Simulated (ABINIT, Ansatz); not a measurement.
An Ansatz (a program for electronic structure) input for a self-consistent single point of CdSe (P6_3mc, 4 atoms in the cell) (DFT, PBE, plane waves, default PAW files):

Ansatz 0.2 input:
```yaml
crystal:
  lattice:
    - [4.241706, 0.000000, 0.000000]
    - [-2.120853, 3.673424, 0.000000]
    - [0.000000, 0.000000, 6.919557]
  atoms:
    - { symbol: Cd, position: [0.666667, 0.333333, 0.499950] }
    - { symbol: Cd, position: [0.333333, 0.666667, 0.999950] }
    - { symbol: Se, position: [0.666667, 0.333333, 0.875910] }
    - { symbol: Se, position: [0.333333, 0.666667, 0.375910] }
kpoints:
  mp_grid: { grid: [5, 5, 3] }
hamiltonian:
  xc: pbe
  pseudopotentials: { kind: paw }
scf:
  occupations: { method: fermi_dirac, width: 0.0007 Ry }
output:
  forces: true
  eigenvalues: true
  stress: true
```

Task: Write the same calculation as an input for ABINIT.

Result: This is the input that was run; spellings and numerical settings could be chosen otherwise.

```
# CdSe, JTH v2.0 PBE PAW
pp_dirpath "./"
pseudos "Cd.GGA_PBE-JTH.xml, Se.GGA_PBE-JTH.xml"
acell 3*1.0
rprim
         8.0156613850    0.0000002915    0.0000000000
        -4.0078309449    6.9417662418    0.0000000000
         0.0000000000    0.0000000000   13.0760676337
natom 4
ntypat 2
znucl 48 34
typat 1 1 2 2
xred
         0.6666666667    0.3333333333    0.4999500000
         0.3333333333    0.6666666667    0.9999500000
         0.6666666667    0.3333333333    0.8759100000
         0.3333333333    0.6666666667    0.3759100000
ecut 40 Ry
pawecutdg 80 Ry
pawxcdev 0
occopt 3
tsmear 0.01 eV
nband 24
kptopt 1
ngkpt 5 5 3
nshiftk 1
shiftk 0 0 0
nstep 80
toldfe 1.0e-09
prtwf 0
prtden 0
enunit 2
```

Basis settings and potentials, where a program has them, do not carry over. This input uses DFT, PBE, plane waves, PAW (JTH v2.0 PBE PAW). The width in Ry is rounded to four decimals. Both were run: pressure 5.55 GPa in Ansatz and 5.59 in ABINIT; largest force 0.017 eV/Å in Ansatz and 0.018 in ABINIT; gap on the mesh 0.758 eV in Ansatz and 0.749 in ABINIT. Ansatz's pressure is the one without its finite-basis correction.

On Ansatz: the starting cell comes from a database of computed structures (which also holds hypothetical and non-ambient phases and stackings), without a prior relaxation at this level. Its lattice was rescaled by a random factor within 2.5 % of one. For this run, on top of that: lattice scaled by 0.98. With a pressure of about 6 GPa the cell is away from its equilibrium volume at this level.

On ABINIT: the starting cell comes from a database of computed structures (which also holds hypothetical and non-ambient phases and stackings), without a prior relaxation at this level. Its lattice was rescaled by a random factor within 2.5 % of one. For this run, on top of that: lattice scaled by 0.98. With a pressure of about 6 GPa the cell is away from its equilibrium volume at this level.
